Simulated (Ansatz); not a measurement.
Ge: stress against strain

Ge (diamond, Fd-3m, 22.838 Å³/atom and stress up to 0.01 GPa in the relaxed cell, cube axes along x, y and z) under a strain ε along a cube axis (axis z), the other axes held. r2SCAN in Ansatz, a plane-wave DFT program (PAW, default set), 500 eV, 10×10×10 Γ-centred mesh, Fermi-Dirac smearing 0.05 eV; ions are relaxed, or left where forces stay under 0.02 eV/Å, within the symmetry of each cell. Stress is positive for a compressed cell.

Here s stands for strain and y for stress zz.

| strain (%) | stress zz (GPa) |
|---|---|
| -3.00 | ? |
| -1.50 | 1.94 |
| -1.00 | 1.29 |
| -0.50 | 0.65 |
| 0.00 | 0.01 |
| 0.50 | -0.62 |
| 1.00 | -1.23 |
| 1.50 | -1.83 |

The 7 complete rows are fitted with a straight line, y against s. Means: s 0, y 0.030. About the means, the sum of products is -8.8100 and the sum of squares of s is 7.0000; the slope is their ratio. Least squares gives y = 0.030 - 1.2586·s. Residuals (row less fit): 0.022, 0.001, -0.009, -0.020, -0.021, -0.001, 0.028; standard error 0.021 (degrees of freedom: 5). The slope gives the elastic constant C11 = 125.9 ± 0.8 GPa (± standard error of the fit, which holds the terms cut off).

Task: Predict the withheld y at s = -3.00 from the fit, and compare with the calculation.

Result: y = 0.030 - 1.2586 × (-3.0) = 3.806 GPa. The calculation gives 3.96 GPa, 0.154 GPa above the prediction (2.7 % of the range of y in the table). The row lies outside the fitted rows, so this is an extrapolation. From the scatter of the fitted rows alone, a prediction at this place has a standard error of 0.033 GPa, so the miss is 4.7 times that.

A polynomial of degree 2 through the 12 other runs of the series gives 3.97 there, so most of the miss is curvature that the fit leaves out. Rows are the converged runs of the series near zero and its far end; series whose fitted rows scatter by over a few per cent of the range, as at a crossing or softening among them, aren't shown in this form, nor equations of state whose B0' disagrees with the runs' pressures. Most that stay on the fit to the last digits aren't either.
